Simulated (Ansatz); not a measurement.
The starting structures come from a database of crystals and need not be the phases stable at ambient conditions.

# Evanescent states of PtCl2 (R-3m, not sure to be the ambient phase, 18 atoms a cell, 23.8 Å³ an atom, -2 GPa at this level) along the normal of (101)

Calculation: PBEsol (plane waves, PAW; Ansatz, a first-principles code).

No gap correction and no spin-orbit coupling; mid-gap values are interpolated between computed energies.

Energies count from the valence-band top; κ is the least over a 4×4 mesh across the current.

| E (eV) | κ (1/Å) | where |
|---|---|---|
| 0.04 | 0.118 | Γ |
| 0.14 | 0.186 | Γ |
| 0.23 | 0.227 | Γ |
| 0.32 | 0.258 | Γ |
| 0.41 | 0.283 | Γ |
| 0.49 | 0.305 | Γ |
| 0.58 | 0.324 | Γ |
| 0.68 | 0.343 | Γ |
| 0.77 | 0.364 | off Γ |
| 0.85 | 0.356 | Γ |
| 0.94 | 0.338 | Γ |
| 1.03 | 0.318 | off Γ |
| 1.12 | 0.291 | off Γ |
| 1.22 | 0.262 | off Γ |
| 1.30 | 0.230 | off Γ |
| 1.40 | 0.191 | off Γ |
| 1.49 | 0.082 | off Γ |

**Question.** How thick must the barrier be to attenuate the transmission by 10^4 when the electrodes' Fermi level lies at 0.23 eV, and what attenuation does that film give at 1.03 eV?

**Answer.** d = 4 ln 10 / (2 × 0.227) = 20.3 Å. At 1.03 eV it gives 4 × 0.318/0.227 = 5.6 decades.
